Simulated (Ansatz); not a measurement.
What biaxial strain −2.50 %, plane normal [111], relaxed out of plane does to MgO

The parent structure is MgO in the rock salt structure (space group Fm-3m, No. 225; a = 4.2141 Å). Axes: x, y, z lie along the cube axes.

Perturbation: compressive biaxial strain of 2.50 % in the plane normal to [111], as in epitaxy on a mismatched substrate; the out-of-plane cell vector and the atoms relax.

Calculations: PBEsol (Ansatz, a quantum-chemistry and plane-wave program; PAW; 420 eV plane waves; scalar-relativistic without spin-orbit coupling). Settings: 13×13×13 k-points, 0.05 eV Fermi–Dirac smearing.

| quantity | base | changed | shift |
|---|---|---|---|
| space group | Fm-3m (No. 225) | R-3m (No. 166) | – |
| shortest interatomic distance | 2.107 Å | 2.078 Å | -0.029 Å |
| energy relative to the base (free energy F) | 0 meV/atom | +15 meV/atom | +15 meV/atom |
| pressure (mean of the normal stresses, compression positive) | 0.01 GPa | 7.22 GPa | +7.21 GPa |
| band gap | 4.62 eV | 4.92 eV | +0.30 eV |
| gap character | direct at Γ | direct at Γ | – |
| electron mass | 0.34 mₑ (at Γ) | 0.34 mₑ along k, 0.36 mₑ across (at Γ) | – |
| valence-band top at Γ (three highest levels, from the VBM) | 0.00, 0.00, 0.00 eV | 0.00, 0.00, -0.28 eV | – |
| out-of-plane strain | – | +0.87 % | – |
| ratio −ε⊥/ε∥ | – | 0.35 | – |
| mean in-plane stress (compression positive) | – | +10.8 GPa | – |

Final structure (turned so that z lies along the plane normal):

```xyz
2
Lattice="2.9053 0.0000 0.0000 1.4527 2.5161 0.0000 1.4527 -0.8387 2.4543" Properties=species:S:1:pos:R:3 pbc="T T T"
Mg     0.0000     0.0000     0.0000
O      1.4527     0.8387     1.2271
```

Masses are band curvatures over ±0.01 Å⁻¹ around the edge. Along k means along the line from Γ to the band edge. Whether these cells are dynamically stable was not tested. k-point labels follow each cell's own Brillouin zone.
